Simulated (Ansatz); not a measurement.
Base system: Ga₂O₃ in the corundum structure (space group R-3c, No. 167; a = 4.9499 Å, c = 13.3058 Å (hexagonal axes)). Axes: x lies along a and z along c of the hexagonal cell.

All numbers come from LDA, PAW, 420 eV (Ansatz, a quantum-chemistry and plane-wave program; no spin-orbit coupling).

Strains are applied to the cell and any free atomic positions relax; under biaxial strain the out-of-plane vector relaxes too.

One change was made to it. Results:

| quantity | base | after |
|---|---|---|
| smallest direct gap | 3.31 eV | 3.53 eV |
| pressure (mean of the normal stresses, compression positive) | 0.00 GPa | 7.86 GPa |
| band gap | 3.04 eV | 3.34 eV |

Q: What was done to the base?
A) biaxial strain −1.50 %, plane normal [001], relaxed out of plane
B) biaxial strain −2.25 %, plane normal [001], relaxed out of plane
C) biaxial strain −3.00 %, plane normal [001], relaxed out of plane
D) biaxial strain −0.75 %, plane normal [001], relaxed out of plane

A: B, biaxial strain −2.25 %, plane normal [001], relaxed out of plane. For comparison, the band gap in the other runs: biaxial strain −0.75 %, plane normal [001], relaxed out of plane gives 3.15 eV; biaxial strain −3.00 %, plane normal [001], relaxed out of plane gives 3.42 eV; biaxial strain −1.50 %, plane normal [001], relaxed out of plane gives 3.26 eV.

Stability against distortions was not tested.
